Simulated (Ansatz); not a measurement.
Take CaO in the rock salt structure (space group Fm-3m, No. 225; a = 4.831 Å) as the base.

Calculations: PBE/PAW in Ansatz (a quantum-chemistry and plane-wave program), no SOC.

Strains are applied to the cell and any free atomic positions relax.

One change was made to it. Results:

The energy grows by 24 meV/atom; the mean gap deformation potential ΔEg/Δln V comes out as 0.0 eV; the hole mass (degenerate bands, along [100]) changes from 0.35, 2.9, 2.9 mₑ (at Γ) to 0.36, 2.9, 2.9 mₑ (at Γ); the electron mass changes from 1.4 mₑ along k, 0.44 mₑ across (at X) to 1.5 mₑ along k, 0.47 mₑ across (at X).

Which of these changes matches the shifts?
A. isotropic strain −0.50 %
B. isotropic strain −2.50 %
C. isotropic strain +2.50 %
D. isotropic strain −2.00 %
E. isotropic strain +2.00 %

C, isotropic strain +2.50 %. For comparison, the energy relative to the base in the other runs: isotropic strain −0.50 % gives +1.1 meV/atom; isotropic strain −2.00 % gives +18 meV/atom; isotropic strain +2.00 % gives +16 meV/atom; isotropic strain −2.50 % gives +28 meV/atom.

Effective masses come from finite differences of ±0.01 Å⁻¹. Along k means along the line from Γ to the band edge. Semilocal Kohn–Sham gaps tend to fall short of experiment. Whether these cells are dynamically stable was not tested.
